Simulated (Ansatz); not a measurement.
Consider GaAs in the zinc blende structure (space group F-43m, No. 216; a = 5.667 Å). Axes: x, y, z lie along the cube axes.

Computed with r2SCAN (Ansatz, a quantum-chemistry and plane-wave program), no spin-orbit coupling.

Before the change:

| Quantity | Result |
|---|---|
| Band gap | 0.96 eV |
| Valence-band top at Γ | 0.00, 0.00, 0.00 eV |
| Volume per atom | 22.75 Å³ |

Perturbation: biaxial strain −1.00 %, plane normal [001], relaxed out of plane (Cartesian); in-plane vectors clamped, the third vector and the atoms free.

What does the calculation give for the energy relative to the base after the change?

The energy increases by 1.8 meV/atom.

Predict the new band gap.

The band gap increases by 0.05 eV to 1.01 eV.

What does the calculation give for the valence-band top at Γ after the change?

The valence-band top at Γ (three highest levels, from the VBM) changes from 0.00, 0.00, 0.00 eV to 0.00, 0.00, -0.11 eV.

What happens to the volume per atom?

The volume per atom falls by 0.263 Å³ to 22.48 Å³.

Stability against distortions was not tested.
